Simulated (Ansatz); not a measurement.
**Effective masses and thermopower of KLuS₂ (R-3m)**

Consider the following.

```
CELL_PARAMETERS angstrom
      1.95448     1.12842     7.23687
     -1.95448     1.12842     7.23687
      0.00000    -2.25684     7.23687
ATOMIC_POSITIONS crystal
  K  0.00000 0.00000 0.00000
  Lu 0.50000 0.50000 0.50000
  S  0.76660 0.76660 0.76660
  S  0.23340 0.23340 0.23340
```

These are PBEsol, rigid bands (plane waves, PAW, scalar-relativistic; Ansatz, a program for electronic structure) values and carry that method's errors. Geometry: cell and atoms relaxed with PBEsol.

The band gap comes out as 2.10 eV and the electron conductivity mass (300 K, dilute) is 0.45 (x), 0.45 (y), 0.71 (z) mₑ. The hole conductivity mass (300 K, dilute) comes out as 0.52 (x), 0.52 (y), 3.6 (z) mₑ, the effective density of states N_c (300 K) is 4.0e19 cm⁻³ and the effective density of states N_v (300 K) is 4.6e19 cm⁻³. The density-of-states mass, electrons comes out as 1.37 mₑ and the density-of-states mass, holes is 1.49 mₑ. The Seebeck coefficient, n-type 1e19 cm⁻³, 300 K comes out as -335 μV/K and the best n-type power factor at 300 K for τ = 10 fs (best axis; densities from 1e16 to 1e21 cm⁻³ tried, whether or not they can be reached) is 14.6 μW/(cm·K²) at 1e20 cm⁻³. The Seebeck coefficient, p-type 1e19 cm⁻³, 300 K comes out as 341 μV/K. The best p-type power factor at 300 K for τ = 10 fs (best axis; densities from 1e16 to 1e21 cm⁻³ tried, whether or not they can be reached) is 16.4 μW/(cm·K²) at 3e20 cm⁻³.

Rigid bands; masses and Seebeck coefficients take one relaxation time τ for all states and one kind of carrier; polarons and phonon drag are left out. Spin-orbit coupling is left out; where it splits the top of the valence band, N_v and the p-type Seebeck coefficient come out somewhat high without it.

Formula and space group known from diffraction (Crystallography Open Database), not checked to be the room-temperature form: KLuS2 (R-3m).
